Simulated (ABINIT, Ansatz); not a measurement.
An Ansatz (a quantum-chemistry and plane-wave program) input for a self-consistent single point of LaC2 (I4/mmm, 3 atoms in the cell) (DFT, PBEsol, plane waves, default PAW files made with PBE):

Ansatz 0.2 input:
```yaml
crystal:
  lattice:
    - [-1.937632, 1.937632, 3.222480]
    - [1.937632, -1.937632, 3.222480]
    - [1.937632, 1.937632, -3.222480]
  atoms:
    - { symbol: La, position_ang: [0.000000, 0.000000, 0.000000] }
    - { symbol: C, position_ang: [-0.000000, 0.000000, 2.589972] }
    - { symbol: C, position_ang: [-0.000000, 0.000000, 3.854988] }
kpoints:
  mp_grid: { grid: [14, 14, 14] }
hamiltonian:
  xc: pbesol
  pseudopotentials: { kind: paw }
scf:
  occupations: { method: fermi_dirac, width: 0.0073 Ry }
output:
  forces: true
  eigenvalues: true
  stress: true
```

### Question
Give the ABINIT input for the same structure, mesh, smearing and functional.

### Answer
This is the input that was run; spellings and numerical settings could be chosen otherwise.

```
# LaC2, JTH v2.0 PBE PAW
pp_dirpath "./"
pseudos "La.GGA_PBE-JTH.xml, C.GGA_PBE-JTH.xml"
acell 4.2300369839 4.2300369839 4.2300369839 Angstrom
rprim
        -0.4580650258    0.4580650258    0.7618089422
         0.4580650258   -0.4580650258    0.7618089422
         0.4580650258    0.4580650258   -0.7618089422
natom 3
ntypat 2
znucl 57 6
typat 1 2 2
xcart
         0.0000000000    0.0000000000    0.0000000000
        -0.0000000000   -0.0000000000    2.5899716256
        -0.0000000000   -0.0000000000    3.8549883744
      Angstrom
ecut 26 Ha
pawecutdg 52 Ha
pawovlp -1
pawxcdev 0
ixc -116133
occopt 3
tsmear 0.00367493
nband 15
kptopt 1
ngkpt 14 14 14
nshiftk 1
shiftk 0 0 0
nstep 100
toldfe 1.0e-09
prtwf 0
prtden 0
enunit 2
```

Basis settings and potentials, where a program has them, do not carry over. This input uses DFT, PBEsol, plane waves, PAW (JTH v2.0 PBE PAW, files made for PBE). The width in Ry is rounded to four decimals.

The starting cell comes from a database of computed structures (which also holds hypothetical and non-ambient phases and stackings), without a prior relaxation at this level. Its lattice was rescaled by a random factor within 2.5 % of one. For this run, on top of that: lattice scaled by 0.98.
